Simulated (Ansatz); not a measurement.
**diamond-structure Si (Fd-3m) under uniaxial stress along [111]**

Cell and atoms are relaxed with PBEsol to each stress (compression positive); bands and masses by PBEsol with spin-orbit coupling, rigid bands (plane waves, PAW; Ansatz, an electronic-structure program). Strains are changes of length against the unloaded cell.

```xyz
2
Lattice="0.0000 2.7169 2.7169 2.7169 0.0000 2.7169 2.7169 2.7169 0.0000" Properties=species:S:1:pos:R:3 pbc="T T T"
Si     1.3585     1.3585     1.3585
Si     0.0000     0.0000     0.0000
```

| stress (GPa) | strain [111] (%) | strain [1−10] (%) | gap (eV) | mean mₑ* |
|---|---|---|---|---|
| -2.00 | 1.15 | -0.22 | 0.412 | 0.29 |
| -1.00 | 0.57 | -0.11 | 0.433 | 0.28 |
| 0 | 0 | 0 | 0.448 | 0.28 |
| 1.00 | -0.57 | 0.11 | 0.408 | 0.28 |
| 2.00 | -1.14 | 0.22 | 0.353 | 0.29 |

[111] is the direction of the load; [11−2] strains as [1−10]. Masses are conductivity masses at 300 K in electron masses, harmonic means over x, y and z.

Question: From the two loads next to zero, find the Young modulus and the ratio of transverse to axial strain.

Answer: Between -1.00 and 1.00 GPa the strain along [111] changes by -1.14 % and that along [1−10] by 0.22 %. The modulus is 2.00/0.0114 = 175 GPa and the ratio of the strains 0.19 (PBEsol, atoms relaxed).

Question: How fast does the gap move on either side of zero load?

Answer: Under tension, (0.412 − 0.448) eV over -2.00 GPa = 18 meV/GPa, or about -3.1 eV per unit strain; under compression, (0.408 − 0.448) eV over 1.00 GPa = -40 meV/GPa, or about 7.0 eV per unit strain. The two slopes part by 58 meV/GPa; gaps are resolved to about 0.01 eV, which allows 15 meV/GPa, so they differ, even in sign: the gap has a turning point near zero load.

Masses are those of dilute carriers in rigid bands with one relaxation time, without polarons. Third decimals of gaps are kept for the arithmetic. Every relaxation keeps the diamond-structure phase (space group R-3m under this load), so a transition, a distortion that breaks the symmetry or fracture can't show.
